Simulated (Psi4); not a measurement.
Psi4 1.11, unrestricted WB97X/def2-svp: C[C]=NC(C)(C)C, charge 0, multiplicity 2, 19 atoms. The geometry is a generated start, not checked to be a minimum at this level.

```
Property                                            Result
--------------------------  ------------------------------
task                                                energy
method                                               wb97x
basis                                             def2-svp
memory                                                3 GB
maxiter                                                100
keys of the molecule block                     symmetry c1
scf_type                                      df (default)
guess                       auto, which took SAD (default)
scf_initial_accelerator                    adiis (default)
e_convergence                              1e-06 (default)
d_convergence                              1e-06 (default)
dft_radial_points                             75 (default)
dft_spherical_points                         302 (default)
basis functions                                        158
grid points                                         400484
```

```xyz
19

C      3.0893     0.2476     0.1773
C      1.6342     0.3376     0.3863
N      0.7411    -0.1950    -0.2855
C     -0.6866    -0.1067    -0.1031
C     -1.0777    -0.7478     1.2324
C     -1.3212    -0.8773    -1.2645
C     -1.1310     1.3606    -0.1338
H      3.4170     1.1655    -0.3100
H      3.3754    -0.6066    -0.4441
H      3.5957     0.1771     1.1389
H     -0.7508    -1.7850     1.2616
H     -2.1571    -0.7180     1.3642
H     -0.5994    -0.2130     2.0535
H     -2.4057    -0.8239    -1.2057
H     -0.9993    -0.4530    -2.2143
H     -1.0173    -1.9202    -1.2306
H     -0.6360     1.9099     0.6636
H     -0.8627     1.8154    -1.0848
H     -2.2080     1.4329    -0.0016
```

Charge 0 and multiplicity 2 are set for this test and not shown to be the ground state.

One run each on 2 threads. Values of diis_max_vecs tried: 3, 6, 10 (default), 20.

Problem. Which value of diis_max_vecs needs the fewest SCF iterations, and what happens away from it?

Solution. Fewest SCF iterations, within one of each other: 6 with 11, 10 (default) with 11, 20 with 11. The count rises to 17 at 3. All converge to one solution.

```csv
diis_max_vecs,SCF iterations,end
3,17,same solution
6,11,same solution
10 (default),11,same solution
20,11,same solution
```
